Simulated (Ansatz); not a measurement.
# Effect of uniaxial stress, 0.5 GPa tension along x on hypothetical rock salt WGe

The parent structure is WGe in the rock salt structure (space group Fm-3m, No. 225; a = 5.1233 Å; a hypothetical phase, not in the database extracts checked; relaxed with 0.1 eV smearing). Axes: x, y, z lie along the cube axes.

Perturbation: uniaxial stress, 0.5 GPa tension along x; all other stress components relax to zero.

All numbers come from Ansatz (a quantum-chemistry and plane-wave program), r2SCAN, PAW, cutoff 500 eV, no spin-orbit coupling, earlier PAW set. Settings: 19×19×19 k-points, 0.1 eV Fermi–Dirac smearing.

The volume per atom stays essentially unchanged (16.81 Å³ against 16.82 Å³) and the space group goes from Fm-3m (No. 225) to I4/mmm (No. 139). The shortest interatomic distance is nearly the same (4.841 bohr against 4.840 bohr) and the energy hardly moves. The band gap remains zero and the strain response (xx, yy, zz) comes out as (+0.13, −0.02, −0.02) %.

Final structure:

```
CELL_PARAMETERS angstrom
      0.00000     2.56113     2.56113
      2.56492     0.00000     2.56113
      2.56492     2.56113     0.00000
ATOMIC_POSITIONS crystal
  Ge 0.00000 0.00000 0.00000
  W  0.50000 0.50000 0.50000
```

Cost of the whole job for the changed cell (relaxation, final SCF and bands): very roughly 80 core-seconds.

Stability under load was not tested beyond the relaxation. The final runs are not spin-polarised. WGe has a high density of states at the Fermi level and may be magnetic at this level.
